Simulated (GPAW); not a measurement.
Worked example: self-consistent single point of K (Im-3m, 1 atom in the cell) in GPAW

Method: PBE, GPAW PAW datasets PBE (gpaw-data 1.0.1) (plane waves; GPAW).

Input:

```python
from ase import Atoms
from ase.units import GPa
from gpaw import GPAW

atoms = Atoms(['K'],
              cell=[[-2.670584, 2.670584, 2.670584],
                    [2.670584, -2.670584, 2.670584],
                    [2.670584, 2.670584, -2.670584]],
              positions=[[0.000000, 0.000000, 0.000000]],
              pbc=True)

calc = GPAW(mode={'name': 'pw', 'ecut': 550},
            xc='PBE',
            kpts={'size': (12, 12, 12), 'gamma': True},
            occupations={'name': 'methfessel-paxton', 'width': 0.1, 'order': 0},
            nbands=-7,
            symmetry={'symmorphic': False, 'tolerance': 0.0005},
            maxiter=100)

atoms.calc = calc

energy = atoms.get_potential_energy()
print('Energy (eV):', round(energy, 6))
forces = atoms.get_forces()
print('Forces (eV/Ang):')
print(forces.round(5))
stress = atoms.get_stress()
print('Stress (GPa, Voigt):', (stress / GPa).round(4))
```

Output (repeated stretches shortened):

```
Input parameters:
  kpts: {gamma: True,
         size: (12, 12, 12)}
  maxiter: 100
  mode: {ecut: 550,
         name: pw}
  nbands: -7
  occupations: {name: methfessel-paxton,
                order: 0,
                width: 0.1}
  symmetry: {symmorphic: False,
             tolerance: 0.0005}
  xc: PBE

species:
  K:
    name: Potassium
    Z: 19.0
    valence: 9
    core: 10
    charge: 0.0
    file: K.PBE.gz

    # Using partial waves for K as LCAO basis

Reference energy: -16382.253218  # eV

Spin-paired calculation

Convergence criteria:
 Maximum [total energy] change in last 3 cyles: 0.0005 eV / valence electron
 Maximum integral of absolute [dens]ity change: 0.0001 electrons / valence electron
 Maximum integral of absolute [eigenst]ate change: 4e-08 eV^2 / valence electron
 Maximum number of scf [iter]ations: 100

Symmetries present (total): 48
Symmetries with fractional translations: 0
1728 k-points: 12 x 12 x 12 Monkhorst-Pack grid + [1/24,1/24,1/24]
72 k-points in the irreducible part of the Brillouin zone
       k-points in crystal coordinates                weights
   0:    -0.00000000   -0.00000000   -0.00000000          1/1728
   1:     0.08333333   -0.00000000   -0.00000000         12/1728
   2:     0.08333333    0.08333333   -0.08333333          6/1728
   [... 7 lines left out ...]
          ...
  71:     0.50000000    0.50000000    0.50000000          1/1728

Wave functions: Plane wave expansion
  Cutoff energy: 550.000 eV
  Number of coefficients (min, max): 2208, 2255
  Pulay-stress correction: 0.000000 eV/Ang^3 (de/decut=0.000000)

Occupation numbers: Methfessel-Paxton:
  width: 0.1000  # eV
  order: 0

Eigensolver

Densities:
  Coarse grid: 27*27*27 grid
  Fine grid: 54*54*54 grid
  Total Charge: 0.000000

Density mixing:
  Method: separate
  Backend: pulay
  Linear mixing parameter: 0.05
  old densities: 5
  Damping of long wavelength oscillations: 50

Hamiltonian:
  XC and Coulomb potentials evaluated on a 54*54*54 grid
  External potential:
    NoExternalPotential

XC parameters: PBE with 2 nearest neighbor stencil

Number of atoms: 1
Number of atomic orbitals: 5
Number of bands in calculation: 11
Number of valence electrons: 9
Bands to converge: occupied

Density initialized from atomic densities
  5 bands from LCAO basis set
  6 bands from random numbers

Atomic positions and initial magnetic moments

Positions:
   0 K      0.000000    0.000000    0.000000    ( 0.0000,  0.0000,  0.0000)

Unit cell:
           periodic     x           y           z      points  spacing
  1. axis:    yes   -2.670584    2.670584    2.670584    27     0.1399
  2. axis:    yes    2.670584   -2.670584    2.670584    27     0.1399
  3. axis:    yes    2.670584    2.670584   -2.670584    27     0.1399

  Lengths:   4.625587   4.625587   4.625587
  Angles:  109.471221 109.471221 109.471221

Effective grid spacing dv^(1/3) = 0.1570

     iter     time        total  log10-change:
                         energy   eigst   dens
iter:   1 --:--:--    -1.438969
iter:   2 --:--:--    -1.409607   -1.81  -1.34
iter:   3 --:--:--    -1.214774   -1.39  -1.37
iter:   4 --:--:--    -1.215982   -2.63  -1.69
iter:   5 --:--:--    -1.232992   -2.52  -1.72
iter:   6 --:--:--    -1.218979   -2.73  -1.97
iter:   7 --:--:--    -1.218854   -4.00  -2.88
iter:   8 --:--:--    -1.218841c  -5.45  -3.00
iter:   9 --:--:--    -1.218841c  -6.52  -4.15c
iter:  10 --:--:--    -1.218841c  -7.18  -4.03c
iter:  11 --:--:--    -1.218840c  -7.50c -4.30c

Converged after 11 iterations.

Dipole moment: (-0.000000, 0.000000, -0.000000) |e|*Ang

Energy contributions relative to reference atoms: (reference = -16382.253218)

Kinetic:         -3.349989
Potential:       +3.850049
External:        +0.000000
XC:              -1.064538
Entropy (-ST):   -0.004962
Local:           -0.651882
SIC:             +0.000000
--------------------------
Free energy:     -1.221321
Extrapolated:    -1.218840

Showing only first 2 kpts
 Kpt  Band  Eigenvalues  Occupancy
  0     2    -14.71901    2.00000
  0     3    -14.71901    2.00000
  0     4     -1.20979    2.00000
  0     5      5.12890    0.00000

  1     2    -14.72034    2.00000
  1     3    -14.71898    2.00000
  1     4     -1.12601    2.00000
  1     5      5.00277    0.00000

Fermi level: 0.88239

No gap
No difference between direct/indirect transitions
Energy (eV): -1.21884

Forces in eV/Ang:
  0 K     0.00000    0.00000   -0.00000

Stress tensor:
     0.000856     0.000000     0.000000
     0.000000     0.000856    -0.000000
     0.000000    -0.000000     0.000856
Stress (GPa, Voigt): [ 0.1371  0.1371  0.1371 -0.      0.      0.    ]
```

The run converged in 11 iterations. GPAW prints stress with tension positive.

The starting cell comes from a database of computed structures (which also holds hypothetical and non-ambient phases and stackings), without a prior relaxation at this level. Its lattice was rescaled by a random factor within 2.5 % of one.

Cost on one core of a shared machine: roughly 40 s.
